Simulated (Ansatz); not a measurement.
**Effective masses and thermopower of GaP under load (space group R3m)**

Consider the following.

```xyz
2
Lattice="-0.0123 2.7163 2.7163 2.7163 -0.0123 2.7163 2.7163 2.7163 -0.0123" Properties=species:S:1:pos:R:3 pbc="T T T"
Ga    -0.0017    -0.0017    -0.0017
P      1.3568     1.3568     1.3568
```

Computed with r2SCAN with spin-orbit coupling, rigid bands (plane waves, PAW; Ansatz, a quantum-chemistry and plane-wave program). Condition of this run: uniaxial stress along [111] of 1 GPa (compression positive) (the target of the relaxation). How the cell was made: cell and atoms relaxed with r2SCAN, then loaded as said.

```
Item                                                                                                                                                           Result
---------------------------------------------------------------------------------------------------------------------------------------  ----------------------------
band gap                                                                                                                                                      1.79 eV
electron conductivity mass (300 K, dilute)                                                                                                                    0.34 mₑ
hole conductivity mass (300 K, dilute)                                                                                                                        0.43 mₑ
effective density of states N_c (300 K)                                                                                                                   3.9e19 cm⁻³
effective density of states N_v (300 K)                                                                                                                   1.2e19 cm⁻³
density-of-states mass, electrons                                                                                                                             1.35 mₑ
density-of-states mass, holes                                                                                                                                 0.62 mₑ
Seebeck coefficient, n-type 1e19 cm⁻³, 300 K                                                                                                                -331 μV/K
Seebeck coefficient, p-type 1e19 cm⁻³, 300 K                                                                                                                 303 μV/K
best p-type power factor at 300 K for τ = 10 fs (best axis; densities from 1e16 to 1e21 cm⁻³ tried, whether or not they can be reached)  14.4 μW/(cm·K²) at 3e20 cm⁻³
```

Rigid bands; masses and Seebeck coefficients take one relaxation time τ for all states and one kind of carrier; polarons and phonon drag are left out.
